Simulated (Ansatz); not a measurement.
## How the bulk modulus B0 of Zr₂AlC (P6₃/mmc, No. 194, 8 atoms in the cell; start mp-3886) moves with the method

No measured value is used here.

| level (code) | value (GPa) | cell (Å³/atom) |
|---|---|---|
| LDA (Ansatz) | … | 16.67 |
| PBEsol (Ansatz) | 132 | 17.00 |
| r²SCAN (Ansatz) | 131 | 17.39 |

Question: Fill in the missing entries.

Answer: 
- LDA (Ansatz, a program for electronic structure), value (GPa): 137

LDA, PBEsol, r²SCAN: the bulk modulus is −V dP/dV from two relaxed cells at ±2 % in volume. LDA, PBEsol, r²SCAN: the relaxation could not lower the start's symmetry, so the cell can be a saddle point above a distorted one. Each level is taken at its own relaxed cell. Cutoffs differ between the levels. Ansatz's density-functional and Hartree–Fock values are scalar-relativistic unless marked +SOC, with PAW data made under PBE.

A start named mp-… is a Materials Project structure, which need not be a measured phase.
